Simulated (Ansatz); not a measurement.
Take BP in the zinc blende structure (space group F-43m, No. 216; a = 4.520 Å) as the base. Axes: x, y, z lie along the cube axes.

Calculations: PBEsol in Ansatz (plane waves to 420 eV, PAW, no SOC).

Strains are applied to the cell and any free atomic positions relax; under biaxial strain the out-of-plane vector relaxes too.

One change was made to it. Results:

```json
[
 {"quantity": "valence-band top at Γ (three highest levels, from the VBM)", "base": "0.00, 0.00, 0.00 eV", "after": "0.00, 0.00, -0.10 eV"},
 {"quantity": "energy relative to the base (free energy F)", "base": "0 meV/atom", "after": "+2.3 meV/atom"},
 {"quantity": "pressure (mean of the normal stresses, compression positive)", "base": "-0.01 GPa", "after": "2.60 GPa"}
]
```

Q: What was done to the base?
A) biaxial strain −2.50 %, plane normal [111], relaxed out of plane
B) biaxial strain +1.67 %, plane normal [111], relaxed out of plane
C) biaxial strain −0.42 %, plane normal [111], relaxed out of plane
D) biaxial strain −0.83 %, plane normal [111], relaxed out of plane
E) biaxial strain +0.42 %, plane normal [111], relaxed out of plane

A: D, biaxial strain −0.83 %, plane normal [111], relaxed out of plane. For comparison, the valence-band top at Γ in the other runs: biaxial strain −0.42 %, plane normal [111], relaxed out of plane gives 0.00, 0.00, -0.05 eV; biaxial strain −2.50 %, plane normal [111], relaxed out of plane gives 0.00, 0.00, -0.35 eV; biaxial strain +0.42 %, plane normal [111], relaxed out of plane gives 0.00, -0.04, -0.04 eV; biaxial strain +1.67 %, plane normal [111], relaxed out of plane gives 0.00, -0.16, -0.16 eV.

The levels and masses belong to the bands next to the band gap. Stability against distortions was not tested.

Ansatz is a program for electronic structure.
